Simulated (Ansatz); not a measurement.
**CdSe: isotropic strain −1.01 %**

Base system: CdSe in the wurtzite structure (space group P6_3mc, No. 186; a = 4.3827 Å, c = 7.1545 Å).

Perturbation: an isotropic linear strain of −1.01 %, atoms relaxed at fixed cell.

Level of theory: PBE in Ansatz (plane waves to 420 eV, PAW, without spin-orbit coupling). Γ-centred 9×9×5 mesh, Fermi–Dirac width 0.05 eV.

The space group remains P6_3mc (No. 186) and the shortest interatomic distance shrinks by 0.027 Å (2.682 Å → 2.655 Å). The energy rises by 4.0 meV/atom and the pressure (mean of the normal stresses, compression positive) goes from zero to 1.46 GPa. The band gap increases by 0.07 eV to 0.61 eV and the gap character remains direct at Γ. The mean gap deformation potential ΔEg/Δln V comes out as -2.2 eV and the width of the top valence band rises by 0.09 eV to 1.65 eV. The valence-band top at Γ (three highest levels, from the VBM) changes from 0.00, 0.00, -0.04 eV to 0.00, 0.00, -0.05 eV.

Final structure:

```xyz
4
Lattice="4.3385 0.0000 0.0000 -2.1692 3.7572 0.0000 0.0000 0.0000 7.0822" Properties=species:S:1:pos:R:3 pbc="T T T"
Cd     2.1692     1.2524     0.0033
Cd     0.0000     2.5048     3.5444
Se     2.1692     1.2524     4.4245
Se     0.0000     2.5048     0.8834
```

No phonon test of stability was made.

Ansatz is a program for electronic structure.
